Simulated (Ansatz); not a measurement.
**A computed series for CaZrF6: pressure series**

Base system: CaZrF6 (space group Fm-3m, No. 225; a = 8.511 Å; a cell from a computed database, its experimental status unchecked).

Cell and atoms are relaxed at each pressure.

Levels (all Ansatz, a program for electronic structure, PAW): PBEsol (420 eV, no spin-orbit coupling); HSE06 (420 eV, scalar-relativistic without spin-orbit coupling).

Band gaps by level, all at the geometries relaxed with PBEsol:

```
case               PBEsol    HSE06
----------------  -------  -------
base              7.01 eV  9.31 eV
pressure −2 GPa   6.92 eV  9.20 eV
pressure −1 GPa   6.96 eV  9.26 eV
pressure 0.3 GPa  7.02 eV  9.33 eV
pressure 0.7 GPa  7.04 eV        …
pressure 3 GPa    7.14 eV        …
pressure 5 GPa    7.22 eV  9.54 eV
pressure 10 GPa   7.39 eV        …
```

Q: Some entries are withheld; estimate them.

A: 
- pressure 0.7 GPa, HSE06: 9.35 eV
- pressure 3 GPa, HSE06: 9.45 eV
- pressure 10 GPa, HSE06: 9.74 eV

Single points use the geometry relaxed with PBEsol. Load acts through the strain it causes; cell and atoms are relaxed under it. No phonon test of stability was made. No other phases were tried under pressure.
